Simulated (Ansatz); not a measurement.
Competing hops of interstitial Be in wurtzite GaN, charge state +2

Defect: interstitial Be in wurtzite GaN, charge state +2. Method: PBE, PAW (plane waves to 420 eV; Ansatz, a program for electronic structure).

Cell of 72 host sites held at the relaxed PBE lattice; one k-point at (0.125, 0.250, 0.250); Fermi-Dirac width 0.01 eV, spin-restricted; finite-size errors left in. Energies are static. The charge state is imposed; whether it is stable for some Fermi level was not computed. Sites that were not tried may lie lower.

Barriers: single points on a 2×2×2 k-point mesh shifted by half a step along c at the bands' geometries.

```json
[
 {"Route": "Be moves alone to another site", "Start site over the lowest site run (eV)": "0.00", "Hop (Å)": "1.24", "Forward barrier (eV)": "0.63", "Backward barrier (eV)": "0.17", "Neighbours at the start": "2 N at 1.70, N at 1.71 Å", "Neighbours at the saddle": "Ga at 2.17; 2 N at 1.64, N at 2.14 Å", "Saddle order": "not checked, on a symmetry element", "Forward, on the band's own sampling (eV)": "0.59"},
 {"Route": "several atoms move together, Be the farthest", "Start site over the lowest site run (eV)": "0.45", "Hop (Å)": "1.32", "Forward barrier (eV)": "0.24", "Backward barrier (eV)": "0.24", "Neighbours at the start": "Ga at 2.12; 2 N at 1.68, N at 1.70 Å", "Neighbours at the saddle": "Ga at 2.02; N at 1.63, N at 1.82, N at 1.94, N at 1.98 Å", "Saddle order": "not checked, on a symmetry element", "Forward, on the band's own sampling (eV)": "0.23"}
]
```

Paths come from CI-NEB runs. Of the routes that converged and passed our checks, the lowest saddle point lies 0.63 eV above the lowest of the sites run (Be moves alone to another site); other sites, such as split forms, and other routes may lie lower. A band can be held on a symmetry element, so unchecked saddle points there may be too high. A further band (Be moves alone to another site, 3.22 Å) gave 0.69 eV forward on its own sampling, 0.69 eV above the lowest site run, but a shoulder points to a second hump between its images, so it is not taken as a result.
